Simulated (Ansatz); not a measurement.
Response to strain in CsSnI3

The reference is CsSnI₃ in the cubic perovskite structure (space group Pm-3m, No. 221; a = 6.0305 Å). Axes: x, y, z lie along the cube axes.

Strains are applied to the cell and any free atomic positions relax.

The values are results of LDA/PAW in Ansatz (an electronic-structure program), no SOC, not measurements.

Candidates:
(a) uniaxial strain ε_zz = −0.60 %
(b) uniaxial strain ε_zz = −1.20 %
(c) uniaxial strain ε_zz = −2.40 %
(d) uniaxial strain ε_zz = −1.80 %
(e) uniaxial strain ε_zz = −3.00 %

Notes on the quantities. energy relative to the base: free energy F.

Q: Order them by energy relative to the base, highest first.

A: (e) uniaxial strain ε_zz = −3.00 % (+7.3 meV/atom), (c) uniaxial strain ε_zz = −2.40 % (+4.6 meV/atom), (d) uniaxial strain ε_zz = −1.80 % (+2.5 meV/atom), (b) uniaxial strain ε_zz = −1.20 % (+1.1 meV/atom), (a) uniaxial strain ε_zz = −0.60 % (+0.3 meV/atom)

Stability against distortions was not tested. The final runs are not spin-polarised. Many cubic perovskites are stable only at high temperature; tilts and polar distortions were not tested.
